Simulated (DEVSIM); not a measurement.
Device: Pt/SiO2/p-Si capacitor, at 300 K.

```
layer (left to right)  material  thickness (nm)  Na (cm⁻³)
---------------------  --------  --------------  ---------
1                          SiO2            2.60          -
2                            Si            5000     1.3e16
```

Metal gate on the left, work function 5.6 eV. Fixed charge at the semiconductor interface 8.2e11 cm⁻² (in units of +e); interface traps 2.6e12 cm⁻² eV⁻¹, uniform in energy, neutral level at 0.7 of the gap above the valence band.

Constants are typed, rounded textbook-type inputs, not results; the design itself was drawn at random and stands for no fabricated device. Values at 300 K.

```csv
parameter,SiO2,Si
gap (eV),9,1.124
affinity (eV),0.9,4.05
permittivity,3.9,11.7
Nc (cm⁻³),-,2.86e19
Nv (cm⁻³),-,3.1e19
```

Model (solved in DEVSIM): 1D Poisson equation in equilibrium, Boltzmann statistics, complete ionisation; no quantum confinement or tunnelling. Metal contacts follow the ideal Schottky-Mott rule: no Fermi-level pinning, no interface dipoles.

The gate work function was swept, all else fixed.

```csv
gate work function (eV),flat-band voltage (V),threshold voltage (band bending 2φF) (V)
5.3,0.04,1.04
5.45,0.19,1.19
5.6,0.34,1.34
5.75,0.49,1.49
5.9,0.64,1.64
```

From the first row to the last the flat-band voltage goes from 0.04 to 0.64. From the first row to the last the threshold voltage (band bending 2φF) goes from 1.04 to 1.64.
